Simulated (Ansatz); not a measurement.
Results of PBE0 in Ansatz (PAW) for MgO (P6₃/mmc, No. 194, 4 atoms in the cell; start mp-1065577; a measured phase of this formula has another space group).

Run with plane-wave cutoff 460 eV, 9×9×6 k mesh (along the axes of the cell as run), Fermi–Dirac smearing 0.01 eV, scalar-relativistic PAW data made under PBE.

Cell (relaxed with PBEsol):

```xyz
4
Lattice="3.4942 0.0000 0.0000 -1.7471 3.0261 0.0000 0.0000 0.0000 4.1946" Properties=species:S:1:pos:R:3 pbc="T T T"
Mg     1.7471     1.0087     3.1459
Mg     0.0000     2.0174     1.0486
O      1.7471     1.0087     1.0486
O      0.0000     2.0174     3.1459
```

Question: Predict the band gap.

Answer: 
* **band gap**: 5.71 eV (on the SCF k mesh)

Note: cell and atoms aren't relaxed at this level (pressure -1.1 GPa).

Static lattice: no zero-point or thermal effects.

Cost on a shared machine: around 80 core-seconds (rough).

A start named mp-… is a Materials Project structure, which need not be a measured phase.

Ansatz is a first-principles code.
